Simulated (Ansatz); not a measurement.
**rock-salt TaC (0 0 1) on zinc-blende CdTe (0 0 1) (film strained to the substrate, started from cuts of the bulks and a machine-learned relaxation; slabs Cd4Te4 and C12Ta12, which can lie off the formulas)**

A periodic stack without vacuum, rock-salt TaC (0 0 1) on zinc-blende CdTe (0 0 1) (film strained to the substrate, started from cuts of the bulks and a machine-learned relaxation; slabs Cd4Te4 and C12Ta12, which can lie off the formulas): substrate slab Cd4Te4, film C12Ta12, surface cells [[1, 0], [1, 1]] and [[0, -1], [2, 1]], film strained by +4.6 and +4.6 %, outermost planes Te/Cd and CTa/CTa as cut, which need not be the usual terminations and can put a slab off its formula.

The start was prepared with a machine-learned potential, and the result is one local minimum, with the in-plane cell held and forces under 0.04 eV/Å; the film can end far from its bulk form.

Method: PBE (plane waves to 420 eV, PAW; Ansatz, a program for electronic structure). No spin–orbit coupling; the runs are not spin-polarised. Its k-point mesh 7×7×1, Fermi–Dirac width 0.05 eV.

```
Item                                                                                                                      Value
--------------------------------------------------------------------------------  ---------------------------------------------
interface area                                                                                                          21.9 Å²
period                                                                                                                  27.62 Å
heights between the nearest atoms of the two slabs at the two interfaces                                        2.26 and 2.85 Å
Cd–Ta contacts across the interfaces within 1.22 times the sum of covalent radii                                 4, mean 3.39 Å
C–Cd contacts across the interfaces within 1.22 times the sum of covalent radii                                  1, mean 2.26 Å
Ta–Te contacts across the interfaces within 1.22 times the sum of covalent radii                                 1, mean 2.90 Å
estimate of the barrier                                                           withheld, since the two interfaces are unlike
slope of the mean potential energy in the substrate                                                             -11.0 MV/cm × e
```

```
CELL_PARAMETERS angstrom
      4.68079    -0.00094     0.04937
     -0.00067     4.67855     0.16044
      2.23993    -1.00744    27.62249
ATOMIC_POSITIONS crystal
  Cd 0.88129 0.20235 0.23034
  Cd 0.49580 0.70142 0.10957
  Cd 0.75661 0.20345 0.47003
  Cd 0.32894 0.70318 0.35028
  Te 0.94302 0.70138 0.17311
  Te 0.39594 0.20113 0.05709
  Te 0.79401 0.70172 0.41302
  Te 0.35096 0.20238 0.29293
  C  0.17521 0.19838 0.63334
  C  0.67514 0.69834 0.63330
  C  0.72020 0.19678 0.55187
  C  0.21865 0.69750 0.55321
  C  0.08837 0.20026 0.79306
  C  0.58896 0.70023 0.79304
  C  0.63130 0.19938 0.71401
  C  0.13121 0.69934 0.71440
  C  0.99859 0.20234 0.95298
  C  0.50291 0.70188 0.95382
  C  0.54558 0.20110 0.87403
  C  0.04505 0.70114 0.87449
  Ta 0.67416 0.19863 0.63484
  Ta 0.17428 0.69830 0.63500
  Ta 0.21504 0.19718 0.55888
  Ta 0.71574 0.69818 0.55886
  Ta 0.58837 0.20028 0.79414
  Ta 0.08820 0.70028 0.79460
  Ta 0.13173 0.19932 0.71340
  Ta 0.63174 0.69932 0.71323
  Ta 0.50652 0.20185 0.95232
  Ta 0.00309 0.70206 0.94872
  Ta 0.04613 0.20126 0.87271
  Ta 0.54578 0.70112 0.87288
```
